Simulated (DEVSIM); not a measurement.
Device: abrupt GaAs p-n junction, at 300 K.

```tsv
layer (left to right)	material	thickness (μm)	Nd (cm⁻³)	Na (cm⁻³)	τn (s)	τp (s)
1	GaAs	0.360	-	8.6e15	1.5e-8	1.5e-8
2	GaAs	2.00	3.6e14	-	1.5e-8	1.5e-8
```

Left contact: ohmic. Right contact: ohmic. Voltage is applied to the left contact. Recombination: SRH at mid-gap, radiative. Mobility is constant in doping.

The device is made up for the run: typed textbook-type constants, with dimensions and the other settings drawn at random. Values at 300 K.

```tsv
parameter	GaAs
gap (eV)	1.424
affinity (eV)	4.07
permittivity	12.9
Nc (cm⁻³)	4.7e17
Nv (cm⁻³)	9e18
μn (cm²/Vs)	8500
μp (cm²/Vs)	400
B (cm³/s)	2e-10
```

Simulated with DEVSIM: 1D drift-diffusion, Boltzmann statistics, complete ionisation; no tunnelling, impact ionisation, image-force lowering or self-heating.

### Question
Give the dark forward current.

### Answer

(V (V), J (A/cm²)): (0.05, 2.7e-10); (0.10, 9.4e-10); (0.20, 7.6e-9); (0.25, 2.1e-8); (0.30, 5.8e-8); (0.40, 4.4e-7); (0.45, 1.3e-6); (0.55, 1.1e-5); (0.60, 3.9e-5); (0.65, 0.00016); (0.75, 0.0042); (0.80, 0.025); (0.85, 0.16); (0.95, 6.3); (1.00, 33); (1.10, 320); (1.15, 630); (1.20, 1000); (1.30, 1900); (1.35, 2300)
